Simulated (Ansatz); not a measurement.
```
CELL_PARAMETERS angstrom
     11.00000     0.00000     0.00000
      0.00000    11.00000     0.00000
      0.00000     0.00000     6.66307
ATOMIC_POSITIONS crystal
  Na 0.50000 0.50000 0.00000
  Na 0.50000 0.50000 0.50000
```

Method: PBE (plane waves to 420 eV, PAW; Ansatz, a first-principles code). Mesh 1×1×46. No spin polarisation, so a magnetic state wasn't tested. Periodic along z alone, with about 11 Å of vacuum beside it. A model structure. Only distortions within the start's symmetry and period were free. Pairing along the axis, which can open a gap, is among the distortions not tried. Buckling under compression is shut out by symmetry and the short period.

### Question
Say what this body is, and give its properties.

### Answer
Free linear chain of Na atoms. A hypothetical model.
- PBE gap: none (under 0.01 eV)
- crossings of the Fermi level between Γ and the zone edge (49 points): 1, each for both spins (ideal conductance 1 × 2e²/h)
- work function (PBE): 3.04 eV
- axial stiffness dF/dε: 3.1 nN
